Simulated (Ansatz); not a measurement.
**Na under a change: Na → Li**

The reference is Na in the bcc (W type) structure (space group Im-3m, No. 229; a = 4.2220 Å).

The change: Li takes the place of Na on all its sites, then cell and atoms are relaxed.

Computed with r2SCAN (Ansatz, a program for electronic structure), no spin-orbit coupling. k-mesh 19×19×19 (Γ-centred); smearing 0.05 eV (Fermi–Dirac), for the changed cell.

```json
[
 {"quantity": "volume per atom", "base": "37.63 Å³", "changed": "21.03 Å³", "shift": "-16.60 Å³"},
 {"quantity": "density", "base": "1.01 g/cm³", "changed": "0.55 g/cm³", "shift": "-0.466 g/cm³"},
 {"quantity": "lattice parameter a", "base": "4.222 Å", "changed": "3.477 Å", "shift": "-0.745 Å"},
 {"quantity": "space group", "base": "Im-3m (No. 229)", "changed": "Im-3m (No. 229)", "shift": "–"},
 {"quantity": "shortest interatomic distance", "base": "3.656 Å", "changed": "3.012 Å", "shift": "-0.6448 Å"},
 {"quantity": "band gap", "base": "zero", "changed": "zero", "shift": "–"}
]
```

Cost of the whole job for the changed cell (relaxation, final SCF and bands): around 25 core-seconds (rough).

No phonon test of stability was made.
